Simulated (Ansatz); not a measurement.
# A computed series for SiC: response to strain

Base system: SiC in the wurtzite structure (space group P6_3mc, No. 186; a = 3.092 Å, c = 5.074 Å).

Strains are applied to the cell and any free atomic positions relax.

The values are results of Ansatz (a first-principles code), PBE, PAW, cutoff 420 eV, no SOC, earlier PAW set, not measurements.

Notes on the quantities. pressure: mean of the normal stresses, compression positive.

```csv
isotropic strain (%),pressure (GPa)
-1.93,14.0
-0.77,5.2
-0.57,?
0,0.0
0.95,-5.7
```

Question: Fit P = P₀ − Bδ + Cδ² with δ = (1 + ε)³ − 1 to the rows shown and predict the withheld row.

Answer: Least squares on the printed values gives P₀ = 0.0 GPa, B = 214 GPa (at held cell shape), C = 570 GPa (largest residual 0.0 GPa); this predicts 3.8 GPa, and the run gives 3.8 GPa, in agreement.

No phonon test of stability was made.
